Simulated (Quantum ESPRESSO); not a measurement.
Worked example: self-consistent single point of CaSi (Cmcm, 4 atoms in the cell) in Quantum ESPRESSO.

Computed with PBEsol, GBRV 1.5 ultrasoft (PBESOL) pseudopotentials (plane waves; Quantum ESPRESSO).

```yaml
crystal:
  lattice:
    - [2.34595, -5.51732, 0.00000]
    - [2.34595, 5.51732, 0.00000]
    - [0.00000, 0.00000, 3.99680]
  atoms:
    - { symbol: Si, position: [0.93000, 0.07000, 0.25000] }
    - { symbol: Si, position: [0.07000, 0.93000, 0.75000] }
    - { symbol: Ca, position: [0.64000, 0.36000, 0.25000] }
    - { symbol: Ca, position: [0.36000, 0.64000, 0.75000] }
```

Reference input (self-consistent single point, DFT, PBEsol, plane waves, GBRV 1.5 ultrasoft (PBESOL) pseudopotentials): ecutwfc = 40 Ry; ecutrho = 200 Ry; occupations = smearing; smearing = marzari-vanderbilt; degauss = 0.0073499 Ry; potentials = {Si: si_pbesol_v1.uspp.F.UPF, Ca: ca_pbesol_v1.uspp.F.UPF}; K_POINTS = automatic 8 8 8 0 0 0; conv_thr = 1e-08 Ry. This run's input differs from it in these lines:

```diff
@@ -11,4 +11,4 @@
    ntyp = 2
-   ecutwfc = 40
-   ecutrho = 200
+   ecutwfc = 20
+   ecutrho = 100
    occupations = 'smearing'
```

Output, abridged:

```
     Self-consistent Calculation

     iteration #  1     ecut=    20.00 Ry     beta= 0.70

     Threshold (ethr) on eigenvalues was too large:
     Diagonalizing with lowered threshold

     total energy              =    -168.92764706 Ry
     estimated scf accuracy    <       0.08054842 Ry

     iteration #  2     ecut=    20.00 Ry     beta= 0.70

     total energy              =    -168.93691040 Ry
     estimated scf accuracy    <       0.06061273 Ry

     iteration #  3     ecut=    20.00 Ry     beta= 0.70

     total energy              =    -168.95085446 Ry
     estimated scf accuracy    <       0.00175070 Ry

   [... 4 blocks of this kind left out ...]

     iteration #  8     ecut=    20.00 Ry     beta= 0.70

     total energy              =    -168.95122593 Ry
     estimated scf accuracy    <       0.00000007 Ry

     iteration #  9     ecut=    20.00 Ry     beta= 0.70
     End of self-consistent calculation

     Number of k-points >= 100: set verbosity='high' to print the bands.

     the Fermi energy is     6.8008 ev

!    total energy              =    -168.95122594 Ry
     estimated scf accuracy    <          2.6E-10 Ry
     smearing contrib. (-TS)   =      -0.00000000 Ry
     internal energy E=F+TS    =    -168.95122594 Ry

     convergence has been achieved in   9 iterations

     Forces acting on atoms (cartesian axes, Ry/au):

     atom    1 type  1   force =    -0.00000000   -0.01155471    0.00000000
     atom    2 type  1   force =    -0.00000000    0.01155471    0.00000000
     atom    3 type  2   force =     0.00000000    0.00619293   -0.00000000
     atom    4 type  2   force =    -0.00000000   -0.00619293    0.00000000

     Total force =     0.018540     Total SCF correction =     0.000043

          total   stress  (Ry/bohr**3)                   (kbar)     P=      -80.88
  -0.00055191  -0.00000000   0.00000000          -81.19       -0.00        0.00
   0.00000000  -0.00053200   0.00000000            0.00      -78.26        0.00
   0.00000000   0.00000000  -0.00056548            0.00        0.00      -83.18

   JOB DONE.
```

The run converged in 9 iterations. Against the reference run the free energy goes up by 47.3 meV/atom, the pressure goes from -5.47 to -8.09 GPa and the largest force moves little (0.301 to 0.297 eV/Å).

The starting cell comes from a database of published, mostly measured structures (it also holds non-ambient and calculated ones), without a prior relaxation at this level. Its lattice was rescaled by a random factor within 2.5 % of one. At the lowered cutoff the pressure carries the error of an incomplete plane-wave basis.

Cost on one core of a shared machine: roughly 50 s.
